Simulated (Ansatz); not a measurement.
## tetragonal MoSi2 (0 0 1) on zinc-blende GaSb (0 0 1) (film strained to the substrate, started from cuts of the bulks and a machine-learned relaxation; slabs Ga6Sb5 and Mo8Si12, which can lie off the formulas)

A periodic stack without vacuum, tetragonal MoSi2 (0 0 1) on zinc-blende GaSb (0 0 1) (film strained to the substrate, started from cuts of the bulks and a machine-learned relaxation; slabs Ga6Sb5 and Mo8Si12, which can lie off the formulas): substrate slab Ga6Sb5, film Mo8Si12, surface cells [[1, 0], [1, 1]] and [[-1, 1], [-1, -1]], film strained by -3.4 and -3.4 %, outermost planes Ga/Ga and Mo/Mo as cut, which need not be the usual terminations and can put a slab off its formula.

The start was prepared with a machine-learned potential, and the result is one local minimum, with the in-plane cell held and forces under 0.04 eV/Å; the film can end far from its bulk form.

Calculation: PBE (plane waves to 420 eV, PAW; Ansatz, a first-principles code). No spin–orbit coupling; the runs are not spin-polarised. Its k-point mesh 7×7×1, Fermi–Dirac width 0.05 eV.

* **interface area**: 19.3 Å²
* **period**: 29.62 Å
* **heights between the nearest atoms of the two slabs at the two interfaces**: 1.64 and 1.64 Å
* **Ga–Mo contacts across the interfaces within 1.22 times the sum of covalent radii**: 8, mean 2.76 Å
* **Mo–Sb contacts across the interfaces within 1.22 times the sum of covalent radii**: 8, mean 2.95 Å

```
CELL_PARAMETERS angstrom
      4.38642     0.01166     0.23996
      0.00685     4.38080    -0.34292
      2.74514    -4.24192    30.24131
ATOMIC_POSITIONS crystal
  Ga 0.12660 0.91531 0.11819
  Ga 0.21885 0.79595 0.03407
  Ga 0.91484 0.23075 0.32942
  Ga 0.52083 0.57239 0.22467
  Ga 0.23188 0.02488 0.51996
  Ga 0.31094 0.88993 0.43585
  Sb 0.70960 0.31099 0.04451
  Sb 0.96837 0.65207 0.27705
  Sb 0.57356 0.99292 0.17155
  Sb 0.74214 0.51029 0.50952
  Sb 0.36195 0.31026 0.38256
  Mo 0.04308 0.30862 0.70914
  Mo 0.54251 0.80952 0.70975
  Mo 0.17634 0.60798 0.57548
  Mo 0.67501 0.11029 0.57679
  Si 0.13430 0.17126 0.61765
  Si 0.63420 0.67182 0.61778
  Si 0.08855 0.74023 0.66358
  Si 0.58856 0.24021 0.66350
  Mo 0.77399 0.71223 0.97857
  Mo 0.27568 0.21034 0.97720
  Si 0.99816 0.87621 0.75423
  Si 0.49822 0.37607 0.75414
  Si 0.95252 0.44470 0.79992
  Si 0.45272 0.94444 0.79977
  Mo 0.90821 0.01118 0.84432
  Mo 0.40774 0.51195 0.84483
  Si 0.86213 0.58031 0.89045
  Si 0.36215 0.08042 0.89052
  Si 0.81662 0.14880 0.93622
  Si 0.31619 0.64917 0.93638
```
